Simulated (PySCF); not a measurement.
PySCF 2.14.0, HF/def2-svp, df: Hf(S)(F)2 ([F][Hf]([F])=[S]), 4 atoms. The geometry is a generated start, not checked to be a minimum at this level.

- task = energy
- method = hf
- basis = def2-svp
- two-electron scheme = density fitting
- mol.max_memory = 3000 MB
- mf.max_cycle = 100
- mf.init_guess = minao (default)
- mf.DIIS = CDIIS (default)
- mf.diis_space = 8 (default)
- mf.conv_tol = 1e-09 (default)
- effective core potentials = those of the basis set, past Kr
- basis functions = 78

```xyz
4

Hf    -0.2660    -0.4237    -0.1812
S      1.9530    -0.4522    -0.6016
F     -0.6100    -0.2471     1.6579
F     -1.0769     1.1230    -0.8752
```

Charge 0 and multiplicity 1 are set for this test and not shown to be the ground state.

One run each on 2 threads, 1 BLAS thread. Values of level_shift (Hartree) tried: 0 (default), 0.1, 0.3, 1.

Predict the course of the Fock builds along this series.

Fewest Fock builds: 0 (default) with 14. The count rises to 37 at 1. All converge to one solution.

```
level_shift (Hartree)  Fock builds            end
---------------------  -----------  -------------
0 (default)                     14  same solution
0.1                             16  same solution
0.3                             20  same solution
1                               37  same solution
```
